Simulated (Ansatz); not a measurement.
Given:

End structure of a constructed model of the (111) surface of fcc Al, a layer of Hf in place of the second plane (bottom of the slab: a bare face, its two planes held):

```yaml
crystal:
  lattice:
    - [2.85810, 0.00000, 0.00000]
    - [-1.42905, 2.47518, 0.00000]
    - [0.00000, 0.00000, 28.50000]
  atoms:
    - { symbol: Al, position: [0.33333, 0.66667, 0.28393] }
    - { symbol: Al, position: [0.66667, 0.33333, 0.36581] }
    - { symbol: Al, position: [0.00000, 0.00000, 0.44787] }
    - { symbol: Al, position: [0.33333, 0.66667, 0.53015] }
    - { symbol: Hf, position: [0.66667, 0.33333, 0.61705] }
    - { symbol: Al, position: [0.00000, 0.00000, 0.70611] }
```

Slab: 6 atoms, 12.3 Å thick at the start with caps and adatoms (thin: gaps and levels are the slab's own); k 15x15x1, smearing 0.1 eV, dipole-corrected; 2 atoms held, the rest relaxed; symmetry of the start imposed; no spin, no spin-orbit, no U. It is one candidate, not shown to be the stable structure of the face.

### Question
Predict the work function of the top face from PBE (Ansatz, an electronic-structure program).

### Answer
4.47 eV
